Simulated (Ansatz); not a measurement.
These are PBE (plane waves to 420 eV, PAW; Ansatz, a program for electronic structure) values and carry that method's errors.

Electrostatic potential energy of an electron, averaged over planes parallel to the surface, in eV from the Fermi level, for Cl on the 1x1 (111) surface of fcc Pt, one in a 2x2 cell, started at the site 'hollow Pt-Pt-Pt over Pt at depth 4.6 Å':

(z (Å), V (eV)): (5.20, 5.69); (5.49, 5.69); (5.78, 5.69); (6.07, 5.69); (6.36, 5.68); (6.64, 5.67); (6.93, 5.65); (7.22, 5.59); (7.51, 5.47); (7.80, 5.19); (8.09, 4.55); (8.38, 3.06); (8.67, -0.70); (8.96, -9.44); (9.24, -18.81); (9.53, -23.27); (9.82, -20.44); (10.11, -11.96); (10.40, -2.96); (10.69, 0.25); (10.98, -2.12); (11.27, -10.51); (11.56, -19.50); (11.84, -23.56); (12.13, -20.53); (12.42, -12.05); (12.71, -3.22); (13.00, -0.23); (13.29, -3.10); (13.58, -11.73); (13.87, -20.25); (14.16, -23.47); (14.44, -19.71); (14.73, -10.93); (15.02, -2.54); (15.31, 0.01); (15.60, -3.17); (15.89, -12.05); (16.18, -20.48); (16.47, -23.38); (16.76, -19.13); (17.04, -10.06); (17.33, -1.66); (17.62, 1.34); (17.91, 1.23); (18.20, 0.72); (18.49, 0.93); (18.78, 2.09); (19.07, 3.78); (19.36, 4.79); (19.64, 5.13); (19.93, 5.25); (20.22, 5.30); (20.51, 5.32); (20.80, 5.32); (21.09, 5.32); (21.38, 5.33); (21.67, 5.33); (21.96, 5.33); (22.24, 5.33); (22.53, 5.33); (22.82, 5.33)

Set-up: 17 atoms, 6.9 Å thick at the start under the adsorbate (thin: gaps and levels are the slab's own); mesh 6x6x1; 0.1 eV smearing; dipole correction on; 8 atoms held, the rest relaxed; start symmetry kept, larger cells not searched; no spin, no spin-orbit, no U, no dispersion correction. At the end it is bonded to 3 Pt. In PBE it is, or lies within 0.03 eV of, the lowest of the starts that converged.

Q: The surface cell has an area of 27.30 Å². What dipole along the normal does the step between the two vacuum levels imply?

A: the top vacuum level lies 0.36 eV below the bottom one; p = −ε₀ A ΔV (ε₀ = 0.005526 e/(V·Å)) gives 0.05 e·Å a cell.
